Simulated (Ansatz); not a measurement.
# Ansatz run on LuNi₄Sn (F-43m, 6 atoms in the cell): self-consistent single point

Computed with LDA (PW92), default PAW files made with PBE (plane waves; Ansatz, a first-principles code).

Input as run:

Ansatz 0.2 input:
```yaml
# LuNi4Sn
crystal:
  lattice:
    - [0.000000, 3.512947, 3.512947]
    - [3.512947, 0.000000, 3.512947]
    - [3.512947, 3.512947, 0.000000]
  atoms:
    - { symbol: Lu, position: [0.000000, 0.000000, 0.000000] }
    - { symbol: Ni, position: [0.624790, 0.624790, 0.624790] }
    - { symbol: Ni, position: [0.125630, 0.624790, 0.624790] }
    - { symbol: Ni, position: [0.624790, 0.624790, 0.125630] }
    - { symbol: Ni, position: [0.624790, 0.125630, 0.624790] }
    - { symbol: Sn, position: [0.250000, 0.250000, 0.250000] }
basis:
  ecutwfc: 420.0
kpoints:
  mp_grid: { grid: [8, 8, 8] }
hamiltonian:
  xc: lda
  pseudopotentials: { kind: paw }
scf:
  occupations: { method: gaussian, width: 0.1 }
output:
  forces: true
  eigenvalues: true
  stress: true
```

Output, abridged:

```
WARN ansatz: RAYON_NUM_THREADS=1 ignored (pool sized by the plan → 1); use --threads N
Pseudopotentials: kind: paw
Pseudopotential: Lu, paw, valence charge 25
Pseudopotential: Ni, paw, valence charge 18
Pseudopotential: Sn, paw, valence charge 14
Crystal: 6 atoms, lattice volume = 86.705 Å³
Basis set: ecut = 420 eV, 1687 PW (Γ)
Bands: 67, of which v1, the nominal top of the filled ones, is band 56 counted from 1 (55 counted from 0)
Symmetry: 24 space group operations
Space group: F-43m (ITA 216), of the structure as read, at distance tolerance 4.4e-5 Å
k-points: 29 of 512 (time reversal used)
PAW frozen core: Lu, regenerated for the run's functional, and the local potential with it
PAW frozen core: Ni, regenerated for the run's functional, and the local potential with it
PAW frozen core: Sn, regenerated for the run's functional, and the local potential with it
Initial density: superposition of atomic densities (neutral atoms: chi_scale 0, normalization atom), corrected by the library's trained network
Initial wavefunctions: pseudopotential atomic-orbital guess
Eigensolver: davidson
Functional: x = slater, c = lda
SCF iter   1: F=—  HF=-43468.456592 eV  |F-HF|=—  |Δ(HF+E_count)|=         —  Δρ=2.20e-2  dr2=2.10e-1  ethr=1.77e-3  ⟨swp⟩=5.4  Hψ=8046  notcnv=0  defer=3
all-band conjugate gradients solve this SCF's bands
preconditioner: auto → Kerker (q_TF=auto, 2.843 Å⁻¹)
SCF iter   2: F=—  HF=-43468.422931 eV  |F-HF|=—  |Δ(HF+E_count)|=   3.37e-2  Δρ=5.96e-3  dr2=1.32e-2  ethr=1.89e-4  ⟨swp⟩=2.6  Hψ=4098  notcnv=0  defer=127
SCF iter   3: F=—  HF=-43468.421758 eV  |F-HF|=—  |Δ(HF+E_count)|=   1.17e-3  Δρ=1.64e-3  dr2=1.30e-3  ethr=1.19e-5  ⟨swp⟩=2.8  Hψ=3837  notcnv=0  defer=127
SCF iter   4: F=—  HF=-43468.421132 eV  |F-HF|=—  |Δ(HF+E_count)|=   6.26e-4  Δρ=9.57e-4  dr2=4.35e-4  ethr=1.17e-6  ⟨swp⟩=3.0  Hψ=3266  notcnv=0  defer=127
SCF iter   5: F=—  HF=-43468.420862 eV  |F-HF|=—  |Δ(HF+E_count)|=   2.70e-4  Δρ=4.10e-4  dr2=1.03e-4  ethr=3.92e-7  ⟨swp⟩=2.5  Hψ=3680  notcnv=0  defer=128
SCF iter   6: F=—  HF=-43468.420830 eV  |F-HF|=—  |Δ(HF+E_count)|=   3.20e-5  Δρ=1.68e-4  dr2=2.37e-5  ethr=9.25e-8  ⟨swp⟩=2.2  Hψ=3045  notcnv=0  defer=128
SCF iter   7: F=—  HF=-43468.420788 eV  |F-HF|=—  |Δ(HF+E_count)|=   4.18e-5  Δρ=2.53e-5  dr2=8.55e-7  ethr=2.14e-8  ⟨swp⟩=2.0  Hψ=2960  notcnv=0  defer=128
SCF iter   8: F=-43468.420788 eV  HF=-43468.420788 eV  |F-HF|=1.02e-7  |Δ(HF+E_count)|=   1.13e-7  Δρ=8.81e-6  dr2=8.66e-8  ethr=9.01e-11  ⟨swp⟩=11.0  Hψ=13756  notcnv=0
SCF 1 converged in 8 iterations: F = -43468.420788 eV  dr2 = 8.66e-8
SCF converged after 8 iterations
Free energy (F): -43468.420788 eV
Harris-Foulkes:  -43468.420788 eV  (|F-HF|=1.02e-7)
Internal energy: -43468.397628 eV  (E = F + TS)
E sigma→0 (E₀):  -43468.409208 eV
Entropy (-TS):   -0.023159 eV (-3.860 meV/atom)
Fermi energy:    16.994397 eV
--- Per-component energies (eV) ---
  E_band       = -1100.336473
  E_kinetic    = 1748.785632
  E_local      = -21699.802603  (includes V_loc(G=0)·N_el)
  E_nonlocal   = 3119.656535
  E_hartree    = 9329.123651
  E_xc         = -935.013409
  E_vxc        = -796.449467  (∫ρ·V_xc dr)
  E_paw        = -17393.369355  (= ΣΔE_a)
  E_vpaw       = -2130.761885  (= ΣTr[D̂ρ^β])
  E_aug_tail   = 0.001900  (compensation charges beyond the density's cutoff)
  E_ewald      = -17642.259995
  E_core_change = 4.480015  (= ΣΔE_core)
  E_smearing   = -0.023159  (= −TS)
  E_closure    = -0.000000  (closes the sum)
  Σ components = -43468.420788   (vs F -43468.420788, Δ=0.00e0)
--- Forces (eV/Å), atoms counted from 1 ---
  atom   1  Lu     0.00000000    -0.00000000    -0.00000000
  atom   2  Ni     0.00425410     0.00425410     0.00425410
  atom   3  Ni     0.00425410    -0.00425410    -0.00425410
  atom   4  Ni    -0.00425410    -0.00425410     0.00425410
  atom   5  Ni    -0.00425410     0.00425410    -0.00425410
  atom   6  Sn     0.00000000    -0.00000000     0.00000000
  max |Σ_I F_I| component: 1.18e-16 eV/Å
--- Stress (GPa, compression-positive) ---
      -12.847354      -0.000000      -0.000000
       -0.000000     -12.847354      -0.000000
        0.000000      -0.000000     -12.847354
  P = ⅓ Tr σ = -12.8474 GPa (-128.474 kbar)
  The stress holds the Pulay correction. Without it, at fixed plane waves, as pw.x and ABINIT print it: P = -12.9360 GPa
--- Band table (eV; the first three rows and the last of 29) ---
  k-point 0: bands = ["-85.1331", "-85.1089", "-85.1089", "-85.1089", "-46.0965", "-45.9937", "-45.9937", "-45.9937", "-45.9603", "-45.9603", "-45.8937", "-45.8937", "-45.8937", "-45.8866", "-45.8866", "-45.8866", "-38.6605", "-9.4281", "-9.4281", [...]
  k-point 1: bands = ["-85.1324", "-85.1096", "-85.1089", "-85.1089", "-46.0918", "-45.9927", "-45.9917", "-45.9917", "-45.9592", "-45.9592", "-45.8962", "-45.8962", "-45.8937", "-45.8925", "-45.8873", "-45.8873", "-38.6604", "-9.4297", "-9.4281", [...]
  k-point 2: bands = ["-85.1305", "-85.1114", "-85.1089", "-85.1089", "-46.0797", "-45.9887", "-45.9868", "-45.9868", "-45.9550", "-45.9550", "-45.9089", "-45.9045", "-45.9045", "-45.8937", "-45.8881", "-45.8881", "-38.6603", "-9.4333", "-9.4280", [...]
  k-point 28: bands = ["-85.1213", "-85.1207", "-85.1089", "-85.1089", "-46.0212", "-46.0185", "-45.9644", "-45.9637", "-45.9427", "-45.9405", "-45.9361", "-45.9350", "-45.9073", "-45.9072", "-45.9021", "-45.9020", "-38.6600", "-9.4346", "-9.4328", [...]
```

The run converged in 8 iterations.

The starting cell comes from a database of computed structures (which also holds hypothetical and non-ambient phases and stackings), without a prior relaxation at this level. Its lattice was rescaled by up to half a per cent. Spin-orbit coupling is off. Spin polarisation is off. With a pressure of about -13 GPa the cell is away from its equilibrium volume at this level. Ansatz's pressure includes its estimate of the finite-basis (Pulay) stress.
